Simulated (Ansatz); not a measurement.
Take SiO$_{2}$ in the rutile structure (space group P4_2/mnm, No. 136) as the base.

```xyz
6
Lattice="4.2359 0.0000 0.0000 0.0000 4.2359 0.0000 0.0000 0.0000 2.6899" Properties=species:S:1:pos:R:3 pbc="T T T"
Si     2.1179     2.1179     1.3450
Si     0.0000     0.0000     0.0000
O      3.4183     3.4183     1.3450
O      1.3004     2.9355     0.0000
O      2.9355     1.3004     0.0000
O      0.8176     0.8176     1.3450
```

Calculations: DFT with PBE, PAW potentials and a 420 eV plane-wave cutoff in Ansatz (an electronic-structure program), no SOC, earlier PAW set.

One change was made to it. Results:

| quantity | base | after |
|---|---|---|
| volume per atom | 8.04 Å³ | 7.95 Å³ |
| band gap | 5.05 eV | 5.21 eV |

### Question
Name the change that was made.
A) pressure 3 GPa
B) pressure 100 GPa
C) pressure 75 GPa
D) pressure 15 GPa
E) pressure 7 GPa

### Answer
A, pressure 3 GPa. For comparison, the band gap in the other runs: pressure 15 GPa gives 5.82 eV; pressure 7 GPa gives 5.42 eV; pressure 100 GPa gives 7.03 eV; pressure 75 GPa gives 6.98 eV.

Load acts through the strain it causes; cell and atoms are relaxed under it. Whether these cells are dynamically stable was not tested. No other phases were tried under pressure.
